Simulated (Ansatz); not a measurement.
Levels about the gap of amorphous Ga₂₄O₃₆ (60 atoms in a cell of 789 Å³, 4.73 g/cm³; zone centre alone, so wide bands show as single levels with stretches between that a denser mesh fills), at the geometry that PBE relaxed, where it gives 0.1 GPa on a denser mesh. Exact exchange is cut at the faces of this small cell, which leaves a finite-size error. The participation number counts the atoms over which a state spreads; weights are charges in smoothed Voronoi cells. The levels come from a single point, so bond lengths are those of that geometry. Method of the levels: HSE06, scalar-relativistic without spin-orbit coupling (Ansatz, an electronic-structure program). Sampling: the zone centre alone; Fermi-Dirac width 0.02 eV; no spin polarisation. At PBE the levels at the filled edge of the gap are localised (band-tail or defect states), and the nearest spread-out levels lie 2.1 eV apart at the zone centre.

It comes from a melt-quench run on a machine-learned potential (CHGNet), relaxed afterwards by DFT. O atoms were pushed apart under 1.9 Å during the dynamics, to hinder bonds among them. The hot cell started wider than the set density and was brought back towards it in steps. It is the lowest in DFT energy of 8 quenches. It is a model cell: composition and starting density were chosen by hand, and all elements were melted together. No dispersion term was used. Its density started from a set value of 4.60 and ended at 4.73 g/cm³. Cooling (nominally 88 K/ps over its main leg) ran many orders faster than in experiment, which tends to leave more defects and strain. A cell of this size samples the disorder only roughly. Volume and shape were free in the relaxation.

```tsv
E - E(highest filled), eV	filling	participation number	largest on	weight O	weight Ga
-0.54	filled	11.3	O, 3 neighbours	0.94	0.06
-0.48	filled	11.2	O, 3 neighbours	0.95	0.05
-0.45	filled	15.1	O, 3 neighbours	0.94	0.06
-0.41	filled	13.1	O, 2 neighbours	0.93	0.07
-0.39	filled	10.9	O, 2 neighbours	0.94	0.06
-0.22	filled	4.0	O, 2 neighbours	0.94	0.06
0.00	filled	2.8	O, 2 neighbours	0.95	0.05
3.40	empty	56.3	Ga, 4 neighbours	0.53	0.47
5.94	empty	31.5	Ga, 4 neighbours	0.54	0.46
6.03	empty	28.7	Ga, 4 neighbours	0.55	0.45
6.29	empty	29.6	Ga, 4 neighbours	0.57	0.43
6.31	empty	27.5	Ga, 4 neighbours	0.54	0.46
6.56	empty	36.2	Ga, 5 neighbours	0.59	0.41
7.02	empty	42.2	Ga, 5 neighbours	0.54	0.46
```

Most localised among these is the filled level at +0.00 eV, on a O atom, which has 2 neighbours (Ga 1.80 Å, Ga 1.82 Å).
